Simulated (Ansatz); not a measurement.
O vacancy (broken-bond start) (corundum host)

The numbers are results of PBE, PAW (plane waves to 420 eV; Ansatz, a quantum-chemistry and plane-wave program), not measurements. The supercell holds 120 host sites (2×2×1 repeats of the unit cell), with a 2×2×2 Γ-centred k-point sampling for the final energies. Sites at the start: the O site; a neighbour pushed 0.95 Å away from the vacancy. Energies of charged states are corrected for periodic images (point charge plus alignment at distant sites). Dielectric constants: PBE linear response of the host. Host gap at this level: 5.85 eV. These values are not converged in cell size to better than tenths of an eV. Levels are measured in PBE's own, too narrow, gap. Spin–orbit coupling is left out. Each state is the lowest found from its start.

Formation energies E_f are given with the Fermi level at the valence-band maximum. Chemical conditions: Al-rich (Δμ(O) = -4.96 eV; only phases computed here count, gases as isolated molecules at 0 K); O-rich (Δμ(O) = 0.00 eV; only phases computed here count, gases as isolated molecules at 0 K). Reference phases: O: O2 molecule in a box.

```csv
charge,moment (μB),point group,largest move off a lattice site (Å),image correction with alignment (eV),"E_f, Al-rich (eV)","E_f, O-rich (eV)"
+2,not spin-polarised,C2,0.31,0.49,-3.55,1.41
+1,1.0,C2,0.12,0.08,-1.11,3.85
0,not spin-polarised,C2,0.10,0.00,1.75,6.72
```

Point groups are those of the whole cell at tolerances of 0.03 and 0.1 Å ("near" where only the looser one holds); none is given for unsettled states.

No other site or start that was run ended lower by more than 0.1 eV.

Transition levels above the valence-band maximum: ε(+2/+1) = 2.44 eV; ε(+1/0) = 2.86 eV. On the lower envelope of the bound states, inside the gap: (+2/+1) at 2.44 eV; (+1/0) at 2.86 eV.

Flagged in the runs: a host whose relaxation on this sampling wasn't shown to rest.
